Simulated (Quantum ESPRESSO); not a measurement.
# Pressure against volume in hcp Be (space group 194) (Quantum ESPRESSO, PBEsol)

```yaml
crystal:
  lattice:
    - [2.22351, 0.00000, 0.00000]
    - [-1.11176, 1.92562, 0.00000]
    - [0.00000, 0.00000, 3.47606]
  atoms:
    - { symbol: Be, position: [0.66667, 0.33333, 0.75000] }
    - { symbol: Be, position: [0.33333, 0.66667, 0.25000] }
```

Method: PBEsol, GBRV 1.5 ultrasoft (PBESOL) pseudopotentials (plane waves; Quantum ESPRESSO). Settings: ecutwfc = 52 Ry; ecutrho = 260 Ry; occupations = smearing; smearing = fd; degauss = 0.0036749 Ry; potentials = {Be: be_pbesol_v1.4.uspp.F.UPF}; K_POINTS = automatic 29 29 16 0 0 0; conv_thr = 1e-10 Ry. The cell above is the first row's. The rows scale it uniformly. In all rows fractional positions and the k mesh are held.

```
V (Å^3/atom)  P (GPa)
------------  -------
7.442               ?
7.603            4.60
7.765            1.77
7.927           -0.82
8.089           -3.19
8.250           -5.36
8.412           -7.36
8.574           -9.18
8.736          -10.85
```

The 8 complete rows are fitted with a cubic, P against V. With u = V - 8.2, the rows have u = -0.5970, -0.4350, -0.2730, -0.1110, 0.0500, 0.2120, 0.3740, 0.5360. Least squares gives P = -4.709 - 13.222·u + 3.609·u² - 0.597·u³. Residuals (row less fit): 0.002, -0.005, -0.002, 0.006, 0.001, -0.004, 0.000, 0.001; standard error 0.005 (degrees of freedom: 4). The fitted pressure is zero at V0 = 7.874, where dP/dV = -15.76, so B0 = -V0·dP/dV = 124 GPa.

### Question
Predict the withheld P at V = 7.442 from the fit, and compare with the calculation.

### Answer
u = -0.7580, so P = -4.709 - 13.222 × (-0.7580) + 3.609 × (-0.7580)² - 0.597 × (-0.7580)³ = 7.647 GPa. The calculation gives 7.70 GPa, 0.053 GPa above the prediction (0.3 % of the range of P in the table). The row lies outside the fitted rows, so this is an extrapolation. From the scatter of the fitted rows alone, a prediction at this place has a standard error of 0.012 GPa, so the miss is 4.3 times that.

Carrying the step between the two nearest rows on in a straight line would have given 7.41, off by 0.29; series whose last step already gives the withheld value aren't shown. The scan was laid around a cell of about the measured size, scaled by a guess for this functional; axis ratios and inner coordinates come from that cell. The runs keep the symmetry of the cell, so they don't test it for distortions. The shape of the cell and the inner coordinates aren't relaxed, so V0 and B0 belong to this uniform scaling; a relaxed crystal lies no higher in energy and is usually softer. Cutoffs and mesh are single choices, not tested for convergence of this quantity. Series with a scatter that would blur these digits, or in which a gap closes, are not shown.

Terms beyond the fitted order, or numerical noise in single rows, can give a miss of this size; the table doesn't tell which.
